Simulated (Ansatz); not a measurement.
Base system: an 8-atom supercell of NiSi (space group Pnma, No. 62; non-magnetic) at its relaxed geometry.

```yaml
crystal:
  lattice:
    - [5.10456, 0.00000, 0.00000]
    - [0.00000, 3.36011, 0.00000]
    - [0.00000, 0.00000, 5.50394]
  atoms:
    - { symbol: Ni, position: [0.50943, 0.25000, 0.68690] }
    - { symbol: Ni, position: [0.00943, 0.25000, 0.81310] }
    - { symbol: Ni, position: [0.49057, 0.75000, 0.31310] }
    - { symbol: Ni, position: [0.99057, 0.75000, 0.18690] }
    - { symbol: Si, position: [0.67875, 0.25000, 0.08721] }
    - { symbol: Si, position: [0.17875, 0.25000, 0.41279] }
    - { symbol: Si, position: [0.32125, 0.75000, 0.91279] }
    - { symbol: Si, position: [0.82125, 0.75000, 0.58721] }
```

Level of theory: PBEsol/PAW in Ansatz (a quantum-chemistry and plane-wave program), without spin-orbit coupling.

For the base:

- Pressure: 0.0 GPa

It is then changed as follows: one Si atom is replaced by C, atoms relaxed at fixed cell, starting from a slightly rattled geometry.

Predict the new pressure, largest displacement of a host atom from its site in the perfect cell and shift of the substituted atom off its lattice site.

The pressure goes from zero to -7.8 GPa; the largest displacement of a host atom from its site in the perfect cell amounts to 0.19 Å; the shift of the substituted atom off its lattice site amounts to 0.90 Å.

The magnetic state is the one reached from the starting moments; the real material's order can differ, and small cells can't hold many antiferromagnetic ones. In so small a cell the defect repeats every few ångströms: this is an ordered compound, not a dilute defect. Starting moments died away, wholly or in part, for C on a Si site and the base; another magnetic solution may exist. Spin-polarised in the final run: C on a Si site; the other runs are not. The defect cell is spin-polarised and ends with 0.0 μB.
